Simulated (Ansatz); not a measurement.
A self-consistent single point of Al₂Cu (P1, 3 atoms in the cell) with Ansatz (a program for electronic structure).

Method of the run: PBEsol, default PAW files made with PBE (plane waves; Ansatz).

The change in words: atoms moved at random. Reference geometry:
```
CELL_PARAMETERS angstrom
     -2.03034     2.03034     2.85109
      2.03034    -2.03034     2.85109
      2.03034     2.03034    -2.85109
ATOMIC_POSITIONS crystal
  Al 0.75000 0.25000 0.50000
  Al 0.25000 0.75000 0.50000
  Cu 0.50000 0.50000 0.00000
```

Reference input (self-consistent single point, DFT, PBEsol, plane waves, default PAW files made with PBE): kpoints.mp_grid.grid = 9 9 9; hamiltonian.xc = pbesol; hamiltonian.pseudopotentials = {kind: paw} (the program's default PAW files); scf.occupations.method = gaussian; scf.occupations.width = 0.05 eV. This run's input differs from it in these lines:

Ansatz 0.2 input:
```diff
@@ -7,5 +7,5 @@
   atoms:
-    - { symbol: Al, position: [0.750000, 0.250000, 0.500000] }
-    - { symbol: Al, position: [0.250000, 0.750000, 0.500000] }
-    - { symbol: Cu, position: [0.500000, 0.500000, 0.000000] }
+    - { symbol: Al, position: [0.742224, 0.242273, 0.506883] }
+    - { symbol: Al, position: [0.261344, 0.761294, 0.502695] }
+    - { symbol: Cu, position: [0.496431, 0.496433, -0.009578] }
 kpoints:
```

Output, abridged:

```
SCF iter   1: F=—  HF=-7638.371164 eV  |F-HF|=—  |Δ(HF+E_count)|=         —  Δρ=8.58e-3  dr2=1.94e-2  ethr=1.77e-3  ⟨swp⟩=5.4  Hψ=31903  notcnv=0
all-band conjugate gradients solve this SCF's bands
preconditioner: auto → Kerker (q_TF=auto, 2.456 Å⁻¹)
SCF iter   2: F=—  HF=-7638.367603 eV  |F-HF|=—  |Δ(HF+E_count)|=   3.56e-3  Δρ=1.31e-3  dr2=9.98e-4  ethr=7.77e-5  ⟨swp⟩=2.0  Hψ=13191  notcnv=0  defer=111
   [... lines left out ...]
SCF iter   4: F=—  HF=-7638.367479 eV  |F-HF|=—  |Δ(HF+E_count)|=   6.27e-6  Δρ=4.34e-4  dr2=1.24e-4  ethr=2.51e-6  ⟨swp⟩=1.0  Hψ=6087  notcnv=0  defer=111
SCF iter   5: F=—  HF=-7638.367488 eV  |F-HF|=—  |Δ(HF+E_count)|=   8.60e-6  Δρ=9.21e-5  dr2=6.14e-6  ethr=4.95e-7  ⟨swp⟩=1.6  Hψ=7073  notcnv=0  defer=111
SCF iter   6: F=—  HF=-7638.367478 eV  |F-HF|=—  |Δ(HF+E_count)|=   9.25e-6  Δρ=3.46e-5  dr2=7.75e-7  ethr=2.45e-8  ⟨swp⟩=2.6  Hψ=9213  notcnv=0  defer=111
SCF iter   7: F=-7638.367478 eV  HF=-7638.367478 eV  |F-HF|=2.28e-8  |Δ(HF+E_count)|=   1.50e-7  Δρ=3.43e-6  dr2=8.97e-9  ethr=4.00e-10  ⟨swp⟩=3.1  Hψ=23214  notcnv=0
SCF 1 converged in 7 iterations: F = -7638.367478 eV  dr2 = 8.97e-9
Free energy (F): -7638.367478 eV
Internal energy: -7638.364905 eV  (E = F + TS)
E sigma→0 (E₀):  -7638.366191 eV
Entropy (-TS):   -0.002574 eV (-0.858 meV/atom)
Fermi energy:    9.344610 eV
--- Forces (eV/Å), atoms counted from 1 ---
  atom   1  Al    -0.16601808    -0.10605184     0.51428466
  atom   2  Al    -0.09486706    -0.06690940    -0.43579494
  atom   3  Cu     0.26089023     0.17296195    -0.07849152
--- Stress (GPa, compression-positive) ---
        2.320903      -0.034618      -0.197640
       -0.034619      -2.639736       0.168250
       -0.197640       0.168250       1.188672
  P = ⅓ Tr σ = 0.2899 GPa (2.899 kbar)
  The stress holds the Pulay correction. Without it, at fixed plane waves, as pw.x and ABINIT print it: P = 0.2294 GPa
```

The run converged in 7 iterations. Against the reference run the free energy rises by 11.4 meV/atom, the pressure goes from -0.10 to 0.29 GPa and the largest force goes from 0.000 to 0.551 eV/Å.

The starting cell comes from a database of computed structures (which also holds hypothetical and non-ambient phases and stackings), without a prior relaxation at this level. For this run, on top of that: atoms moved at random. Spin polarisation is off. Ansatz's pressure includes its estimate of the finite-basis (Pulay) stress.
